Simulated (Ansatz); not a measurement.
NbP (model structure, started from the NbAs type, I4₁md, No. 109, 4 atoms in the cell) was calculated with r²SCAN (Ansatz, an electronic-structure program, plane waves, PAW).

Run with plane-wave cutoff 560 eV, 24×24×24 k mesh, Fermi–Dirac smearing 0.05 eV, no spin polarisation, scalar-relativistic PAW data made under PBE.

Cell (relaxed at this level):

```
CELL_PARAMETERS angstrom
     -1.67014     1.67014     5.72378
      1.67014    -1.67014     5.72378
      1.67014     1.67014    -5.72378
ATOMIC_POSITIONS crystal
  Nb 0.74944 0.74944 0.00000
  Nb 0.49944 0.99944 0.50000
  P  0.16656 0.16656 0.00000
  P  0.91656 0.41656 0.50000
```

Task: Give the computed bulk modulus B0.

Result: 
* **bulk modulus B0**: 194 GPa

The run finds no gap.

Note: the bulk modulus is −V dP/dV from two relaxed cells at ±2 % in volume; the relaxation could raise the start's symmetry but not lower it, so the cell can be a saddle point.

Computed values are for the static lattice.

Cost on a shared machine: roughly 22 core-minutes.

A model structure was made by putting elements into a prototype or built by hand; it is no filed structure, need not be a known phase, and can be a saddle point held by its symmetry.
